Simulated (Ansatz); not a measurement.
Amorphous Si26O46, 72 atoms at 2.24 g/cm³, one PBE-relaxed geometry, zone centre. Methods: PBE, scalar-relativistic without spin-orbit coupling (Ansatz, a quantum-chemistry and plane-wave program); r2SCAN, scalar-relativistic without spin-orbit coupling (Ansatz); HSE06, scalar-relativistic without spin-orbit coupling (Ansatz). Plane waves to 420 eV (r2SCAN 500 eV); exact exchange is cut at the cell's faces. The usual formal charges leave 12 electrons over, so the level spacing at the Fermi energy parts defect or band states and needn't be the band gap. At PBE the levels at the filled edge of the gap are localised (band-tail or defect states), and the nearest spread-out levels lie 4.3 eV apart at the zone centre. The higher rungs were started with moments on some atoms, which died out.

Preparation: random packing, a CHGNet melt and quench, and a DFT relaxation. O atoms were pushed apart under 1.9 Å during the dynamics, to hinder bonds among them. The hot cell started wider than the set density and was brought back towards it in steps. It is the lowest in DFT energy of 2 quenches. It is a model cell: composition and starting density were chosen by hand, and all elements were melted together. No dispersion term was used. Its density started from a set value of 2.24 and ended at 2.24 g/cm³. The quench (nominally 88 K/ps over its main leg) was far faster than any real one, so the model tends to hold more defects than a real film. One small periodic cell is one sample of the glass; other quenches scatter about these values. The volume was free in the relaxation, at fixed shape. Stress components on the final sampling reach 1.7 GPa.

The relaxation ran on the zone centre alone. At PBE the level spacing at the Fermi energy is 2.61 eV on a 2×2×2 Γ-centred mesh, and the spacing at the zone centre alone 2.71 eV.

Question: What zone-centre spacing does r2SCAN give, roughly?

Answer: 2.99 eV (+0.29 eV against PBE).

Question: What zone-centre spacing does HSE06 give, roughly?

Answer: 3.69 eV (+0.98 eV against PBE).

The highest filled and the lowest empty state spread over these numbers of atoms (participation numbers): PBE: 8.4 and 9.6; r2SCAN: 7.9 and 3.7; HSE06: 7.5 and 8.5.
